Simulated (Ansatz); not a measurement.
## AlN: pressure series

Take AlN in the zinc blende structure (space group F-43m, No. 216) as the base.

```
CELL_PARAMETERS angstrom
      0.00000     2.20159     2.20159
      2.20159     0.00000     2.20159
      2.20159     2.20159     0.00000
ATOMIC_POSITIONS crystal
  Al 0.00000 0.00000 0.00000
  N  0.25000 0.25000 0.25000
```

Cell and atoms are relaxed at each pressure.

The values are results of plane-wave PAW DFT at the PBE level (Ansatz, a first-principles code, 420 eV), scalar-relativistic without spin-orbit coupling, not measurements.

```json
[
 {"pressure (GPa)": "-2", "volume per atom (Å³/atom)": "10.785"},
 {"pressure (GPa)": "-1", "volume per atom (Å³/atom)": "10.727"},
 {"pressure (GPa)": "0", "volume per atom (Å³/atom)": "10.671"},
 {"pressure (GPa)": "0.9", "volume per atom (Å³/atom)": "?"},
 {"pressure (GPa)": "2.1", "volume per atom (Å³/atom)": "10.558"},
 {"pressure (GPa)": "4.5", "volume per atom (Å³/atom)": "10.435"},
 {"pressure (GPa)": "9", "volume per atom (Å³/atom)": "10.223"},
 {"pressure (GPa)": "22.5", "volume per atom (Å³/atom)": "9.687"},
 {"pressure (GPa)": "30", "volume per atom (Å³/atom)": "9.439"}
]
```

### Question
Fit the third-order Birch–Murnaghan form P(V) = (3B₀/2)[(V₀/V)^(7/3) − (V₀/V)^(5/3)]·[1 + (3/4)(B₀′ − 4)((V₀/V)^(2/3) − 1)] (squares taken in P) to the rows shown and predict the withheld row.

### Answer
Least squares on the printed values gives V₀ = 10.671 Å³/atom, B₀ = 193 GPa, B₀′ = 3.9; this predicts 10.622 Å³/atom, and the run gives 10.622 Å³/atom, in agreement.

Load acts through the strain it causes; cell and atoms are relaxed under it. Whether these cells are dynamically stable was not tested. Tetrahedral semiconductors of this kind turn to denser phases somewhere between about 1 and 50 GPa; those were not computed, so compressed cells here can lie past the real transition. This is not the structure that AlN has at room temperature and ambient pressure.
